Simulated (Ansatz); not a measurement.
# BiVO₄ (I4₁/amd, No. 141, 12 atoms in the cell; start mp-545850; a measured phase of this formula has another space group)

Level of theory: PBEsol (PAW; Ansatz, a first-principles code).

Run with plane-wave cutoff 520 eV, 8×8×8 k mesh, Fermi–Dirac smearing 0.01 eV, no spin polarisation, scalar-relativistic PAW data made under PBE.

Cell (relaxed at this level):

```xyz
12
Lattice="-3.6521 3.6521 3.2021 3.6521 -3.6521 3.2021 3.6521 3.6521 -3.2021" Properties=species:S:1:pos:R:3 pbc="T T T"
V      3.6521     0.0000     1.6011
V      0.0000     0.0000     3.2021
Bi     0.0000     0.0000     0.0000
Bi     0.0000     3.6521     1.6011
O      2.3290     3.6521     1.0889
O      3.6521    -1.3231     2.6900
O      1.3231     0.0000     4.2911
O      3.6521     1.3231     2.6900
O      2.3290     0.0000     0.5121
O      0.0000     1.3231     2.1132
O      4.9751     0.0000     0.5121
O      3.6521     2.3290    -1.0889
```

- band gap = 2.59 eV (on the SCF k mesh)
- Γ–Γ gap = 3.50 eV

Note: the relaxation could not lower the start's symmetry, so the cell can be a saddle point above a distorted one.

Spin–orbit coupling is not included; with these elements it can move the gap by several tenths of an eV or more.

The computed numbers hold no vibrational or temperature effects.

A start named mp-… is a Materials Project structure, which need not be a measured phase.
